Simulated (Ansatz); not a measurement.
By hand: formation energy of Nb_Al in Al (fcc, Fm-3m)

Subject: the formation energy of Nb_Al in Al (fcc, Fm-3m). Reaction: 63 Al (fcc) + Nb (bcc) → cell A.

A: a supercell of 64 sites of Al (fcc, Fm-3m) with Nb on an Al site (12 Al at 2.85 Å); spin state with PBE: run without spin.

Ansatz (a program for electronic structure) with PAW potentials; structures come from PBE relaxations, nuclei static, no net charge. Ansatz runs with its PAW set soft_1. Other levels take these structures. The lattices are those relaxed with PBE, so at other levels the solids can be strained. Larger cells are relaxed from a start prepared with the learned potential CHGNet, on a coarser mesh till forces fall under 0.03 eV/Å, which some starts already meet. A dispersion term (D3(BJ), or D4 for r2SCAN) was computed beside these levels and is taken off wherever the name lacks it. Space groups of crystals are read within 0.01 Å. Mesh and cell size may move defect energies by 0.1 eV or more. Cell A has symmetry Fm-3m within 0.02 Å and got no random move, so less symmetric positions, which may lie lower, weren't tried.

Total energies of the cells in eV, at zero smearing width. They compare only within one column; the weights balance every element.

```tsv
cell	atoms	weight	r2SCAN
A: Al:Nb_Al	64	+1	-38610.67444
Al (fcc)	64	−63/64	-34586.38514
Nb (bcc)	1	−1	-4563.65637
```

r2SCAN: (-38610.67444) − 63/64 × (-34586.38514) − (-4563.65637) = -1.045 eV.
